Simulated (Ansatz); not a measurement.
Consider the following.

```
CSi
1.0
    0.00000     2.14840     2.14840
    2.14840     0.00000     2.14840
    2.14840     2.14840     0.00000
Si C
1 1
Direct
  0.25000   0.25000   0.25000
  0.00000   0.00000   0.00000
```

Level of theory: PBEsol with spin-orbit coupling, rigid bands (plane waves, PAW; Ansatz, a first-principles code). Condition of this run: hydrostatic pressure 10 GPa (the target of the relaxation). Geometry: cell and atoms relaxed with PBEsol, then loaded as said.

Predict the hole conductivity mass (n e² τ/σ) at 300 K, by direction if it differs.

0.70 mₑ.

What conductivity effective mass do dilute electrons have at 300 K?

0.29 mₑ.

And the band gap?

1.20 eV at this level; semilocal functionals usually fall short of the measured gap.

Rigid bands, one relaxation time for all states, no polarons.
